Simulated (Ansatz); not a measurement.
Base system: GaAs in the zinc blende structure (space group F-43m, No. 216).

```xyz
2
Lattice="0.0000 2.8333 2.8333 2.8333 0.0000 2.8333 2.8333 2.8333 0.0000" Properties=species:S:1:pos:R:3 pbc="T T T"
Ga     0.0000     0.0000     0.0000
As     1.4167     1.4167     1.4167
```

Cartesian axes are those of the cell as printed.

The values are results of r2SCAN/PAW in Ansatz (an electronic-structure program), scalar-relativistic without spin-orbit coupling, not measurements.

For the base:

The volume per atom is 22.75 Å³ and the valley order comes out as Γ 0.96 eV; L along ⟨111⟩ 1.35 eV; a point along ⟨100⟩, about 1.0 Å⁻¹ from Γ 1.72 eV.

It is then changed as follows: biaxial strain −2.50 %, plane normal [111], relaxed out of plane (Cartesian); in-plane vectors clamped, the third vector and the atoms free.

Problem. Predict the new volume per atom.

Solution. The volume per atom shrinks by 0.884 Å³, from 22.75 Å³ to 21.86 Å³.

Problem. How does this affect the valley order?

Solution. The valley order (the lowest conduction-band minima on the path, energy above the VBM, named in the base's zone) becomes Γ 1.11 eV; L along [1-11] 1.23 eV; a point along [100], about 1.0 Å⁻¹ from Γ 1.47 eV; L along [111] 1.76 eV (base: Γ 0.96 eV; L along ⟨111⟩ 1.35 eV; a point along ⟨100⟩, about 1.0 Å⁻¹ from Γ 1.72 eV).

The levels and masses belong to the bands next to the band gap. No phonon test of stability was made.
